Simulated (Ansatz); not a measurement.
The reference is W in the bcc (W type) structure (space group Im-3m, No. 229; a = 3.135 Å; relaxed with 0.1 eV smearing). Axes: x, y, z lie along the cube axes.

The values are results of LDA (Ansatz, a quantum-chemistry and plane-wave program; PAW; 420 eV plane waves; spin-orbit coupling left out), not measurements.

Strains are applied to the cell and any free atomic positions relax; under biaxial strain the out-of-plane vector relaxes too.

One change was made to it. Results:

| quantity | base | after |
|---|---|---|
| pressure (mean of the normal stresses, compression positive) | 0.0 GPa | 4.2 GPa |
| energy relative to the base (free energy F) | 0 meV/atom | +6.0 meV/atom |
| volume per atom | 15.41 Å³ | 15.23 Å³ |

Task: Which of these changes matches the shifts?
A) biaxial strain −1.00 %, plane normal [001], relaxed out of plane
B) biaxial strain +3.00 %, plane normal [001], relaxed out of plane
C) biaxial strain +2.00 %, plane normal [001], relaxed out of plane
D) biaxial strain −3.00 %, plane normal [001], relaxed out of plane
E) biaxial strain +1.00 %, plane normal [001], relaxed out of plane

Result: A, biaxial strain −1.00 %, plane normal [001], relaxed out of plane. For comparison, the pressure in the other runs: biaxial strain +2.00 %, plane normal [001], relaxed out of plane gives -7.6 GPa; biaxial strain +3.00 %, plane normal [001], relaxed out of plane gives -11.0 GPa; biaxial strain +1.00 %, plane normal [001], relaxed out of plane gives -3.9 GPa; biaxial strain −3.00 %, plane normal [001], relaxed out of plane gives 13.0 GPa.

Stability against distortions was not tested. The final runs are not spin-polarised.
